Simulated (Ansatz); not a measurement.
Fluorite NiSi₂ was calculated with PBE-D3(BJ) (Ansatz, an electronic-structure program, plane waves, PAW).

Run with plane-wave cutoff 520 eV, 20×20×20 k mesh, Fermi–Dirac smearing 0.072 eV (set by the program), no spin polarisation, scalar-relativistic PAW data made under PBE.

Computed at the level's own relaxed cell.

Elastic tensor (GPa, Voigt notation, ions relaxed):

```
  194.3   141.5   141.5     0.0     0.0     0.0
  141.5   194.3   141.5     0.0     0.0     0.0
  141.5   141.5   194.3     0.0     0.0     0.0
    0.0     0.0     0.0    79.1     0.0     0.0
    0.0     0.0     0.0     0.0    79.1     0.0
    0.0     0.0     0.0     0.0     0.0    79.1
```

Q: Work out the Voigt, Reuss and Hill averages of the bulk and shear moduli, Young's modulus and Poisson's ratio from the printed constants.

A: K_V = [C11 + C22 + C33 + 2(C12 + C13 + C23)]/9 = [582.9 + 2 × 424.5]/9 = 159.1 GPa. G_V = [582.9 − 424.5 + 3 × 237.3]/15 = 58.0 GPa. From the compliances S = C⁻¹, K_R = 159.1 and G_R = 44.0 GPa. Hill means: K = 159.1, G = 51.0 GPa. E = 9KG/(3K + G) = 138 GPa, ν = (3K − 2G)/(6K + 2G) = 0.36, K/G = 3.12.

Note: the dispersion coefficients are held fixed in the derivatives.

The computed numbers hold no vibrational or temperature effects.
